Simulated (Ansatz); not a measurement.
The parent structure is GaAs in the zinc blende structure (space group F-43m, No. 216; a = 5.659 Å).

Modification: a fraction x = 0.75 of the Ga sites is given to Al, ordered in a cell of 8 atoms (starting symmetry P-4m2) and fully relaxed.

The other end (x = 1) is AlAs in the zinc blende structure (space group F-43m, No. 216): 22.84 Å³/atom, gap 1.34 eV.

Levels (all Ansatz, an electronic-structure program, PAW, earlier PAW set): PBEsol (420 eV, spin-orbit coupling left out); PBEsol+SOC (420 eV, spin-orbit coupling included).

The geometry is relaxed with PBEsol.

- PBEsol valence-band top at Γ: 0.00, 0.00, -0.02 eV
- PBEsol band gap: 1.33 eV
- PBEsol width of the top valence band: 2.65 eV
- PBEsol pressure: 0.00 GPa

### Question
Predict the valence-band top at Γ, band gap, width of the top valence band and pressure from PBEsol+SOC.

### Answer
The valence-band top at Γ (three highest Kramers pairs, from the VBM) goes from 0.00, 0.00, -0.02 eV to 0.00, -0.01, -0.31 eV; the band gap decreases by 0.10 eV (1.33 eV → 1.23 eV); the width of the top valence band goes up by 0.08 eV (2.65 eV → 2.73 eV); the pressure is still 0.00 GPa.

Single points use the geometry relaxed with PBEsol. Differences between runs with and without spin-orbit coupling are approximate. These are small ordered cells, not random alloys; other orderings at the same x differ. Stability against distortions was not tested.
